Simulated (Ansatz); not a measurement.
How the equilibrium lattice constant a of GaP (model structure, from the WC type, P-6m2, No. 187) moves with the method

No measured value is used here.

```
level (code)           value (Å)
---------------------  ---------
LDA (Ansatz)               3.501
PBE (Ansatz)               3.630
PBEsol (Ansatz)            3.539
PBE-D3(BJ) (Ansatz)        3.540
r²SCAN (Ansatz)            3.602
r²SCAN+rVV10 (Ansatz)      3.582
```

Cutoffs differ between the levels. Ansatz's density-functional and Hartree–Fock values are scalar-relativistic unless marked +SOC, with PAW data made under PBE.

A model structure was made by putting elements into a prototype or built by hand; it is no filed structure, need not be a known phase, and can be a saddle point held by its symmetry.

Ansatz is a program for electronic structure.
